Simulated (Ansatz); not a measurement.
Results of PBEsol in Ansatz (plane waves, PAW) for HfC (model structure, F-43m, No. 216, 2 atoms in the cell).

Input file:

Ansatz 0.2 input:
```yaml
crystal:
  lattice:
    - [0.0, 2.4979177582, 2.4979177582]
    - [2.4979177582, 0.0, 2.4979177582]
    - [2.4979177582, 2.4979177582, 0.0]
  atoms:
    - { symbol: Hf, position: [0.0, 0.0, 0.0] }
    - { symbol: C, position: [0.25, 0.25, 0.25] }
basis:
  ecutwfc: 520
  ecutrho_ratio: 4
  xc_grid: 2
kpoints:
  mp_grid: { grid: [12, 12, 12] }
  band_path:
    path:
      - [0.0, 0.0, 0.0]
      - [-0.041667, -0.041667, 0.0]
      - [-0.083333, -0.083333, 0.0]
      - [-0.125, -0.125, 0.0]
      - [-0.166667, -0.166667, 0.0]
      - [-0.208333, -0.208333, 0.0]
      - [-0.25, -0.25, 0.0]
      - [-0.291667, -0.291667, 0.0]
      - [-0.333333, -0.333333, 0.0]
      - [-0.375, -0.375, 0.0]
      - [-0.416667, -0.416667, 0.0]
      - [-0.458333, -0.458333, 0.0]
      - [-0.5, -0.5, 0.0]
      - [-0.458333, -0.458333, 0.083333]
      - [-0.416667, -0.416667, 0.166667]
      - [-0.375, -0.375, 0.25]
      - [-0.375, 0.0, 0.375]
      - [-0.346154, 0.0, 0.346154]
      - [-0.317308, 0.0, 0.317308]
      - [-0.288462, 0.0, 0.288462]
      - [-0.259615, 0.0, 0.259615]
      - [-0.230769, 0.0, 0.230769]
      - [-0.201923, 0.0, 0.201923]
      - [-0.173077, 0.0, 0.173077]
      - [-0.144231, 0.0, 0.144231]
      - [-0.115385, 0.0, 0.115385]
      - [-0.086538, 0.0, 0.086538]
      - [-0.057692, 0.0, 0.057692]
      - [-0.028846, 0.0, 0.028846]
      - [0.0, 0.0, 0.045455]
      - [0.0, 0.0, 0.090909]
      - [0.0, 0.0, 0.136364]
      - [0.0, 0.0, 0.181818]
      - [0.0, 0.0, 0.227273]
      - [0.0, 0.0, 0.272727]
      - [0.0, 0.0, 0.318182]
      - [0.0, 0.0, 0.363636]
      - [0.0, 0.0, 0.409091]
      - [0.0, 0.0, 0.454545]
      - [0.0, 0.0, 0.5]
      - [-0.0625, -0.03125, 0.46875]
      - [-0.125, -0.0625, 0.4375]
      - [-0.1875, -0.09375, 0.40625]
      - [-0.25, -0.125, 0.375]
      - [-0.3125, -0.15625, 0.34375]
      - [-0.375, -0.1875, 0.3125]
      - [-0.4375, -0.21875, 0.28125]
      - [-0.5, -0.25, 0.25]
      - [-0.5, -0.3, 0.2]
      - [-0.5, -0.35, 0.15]
      - [-0.5, -0.4, 0.1]
      - [-0.5, -0.45, 0.05]
    npoints: 1
hamiltonian:
  xc: pbesol
  dispersion: none
  pseudopotentials: { kind: paw }
scf:
  occupations: { method: fermi_dirac, width: 0.01 }
  convergence: { dr2_threshold: 0.0000000002 }
output:
  forces: true
  stress: true
  eigenvalues: true
  write_bands: true
```

The run printed, among other lines:

```
Crystal: 2 atoms, lattice volume = 31.172 Å³
Basis set: ecut = 520 eV, 869 PW (Γ), exchange–correlation on 54×54×54 points (8 copies of the dense FFT grid, shifted against one another)
Bands: 19, of which v1, the nominal top of the filled ones, is band 15 counted from 1 (14 counted from 0)
Symmetry: 24 space group operations
Space group: F-43m (ITA 216), of the structure as read, at distance tolerance 3.1e-5 Å
k-points: 72 of 1728 (time reversal used)
Functional: x = pbesol(κ = 0.804, μ = 0.12345679012345678), c = pbesol(β = 0.046)
SCF iter   1: F=—  HF=-15845.250816 eV  |F-HF|=—  |Δ(HF+E_count)|=         —  Δρ=5.50e-3  dr2=1.58e-2
SCF iter   2: F=—  HF=-15845.248050 eV  |F-HF|=—  |Δ(HF+E_count)|=   2.77e-3  Δρ=1.84e-3  dr2=9.24e-4
  ...
SCF iter   6: F=—  HF=-15845.248038 eV  |F-HF|=—  |Δ(HF+E_count)|=   1.86e-6  Δρ=5.08e-6  dr2=3.37e-9
SCF iter   7: F=-15845.248038 eV  HF=-15845.248038 eV  |F-HF|=1.27e-11  |Δ(HF+E_count)|=   1.10e-9  Δρ=4.02e-7  dr2=1.85e-11
SCF 1 converged in 7 iterations: F = -15845.248038 eV  dr2 = 1.85e-11
SCF converged after 7 iterations
Free energy (F): -15845.248038 eV
Internal energy: -15845.248038 eV  (E = F + TS)
E sigma→0 (E₀):  -15845.248038 eV
Fermi energy:    15.232186 eV
--- Forces (eV/Å), atoms counted from 1 ---
  atom   1  Hf     0.00000000    -0.00000000    -0.00000000
  atom   2  C     -0.00000000     0.00000000     0.00000000
--- Stress (GPa, compression-positive) ---
       -0.000300      -0.000000      -0.000000
        0.000000      -0.000300       0.000000
       -0.000000       0.000000      -0.000300
  P = ⅓ Tr σ = -0.0003 GPa (-0.003 kbar)
```

The PAW data were made under PBE.

Note: the relaxation could raise the start's symmetry but not lower it, so the cell can be a saddle point.

A model structure was made by putting elements into a prototype or built by hand; it is no filed structure, need not be a known phase, and can be a saddle point held by its symmetry.

Ansatz is a first-principles code.
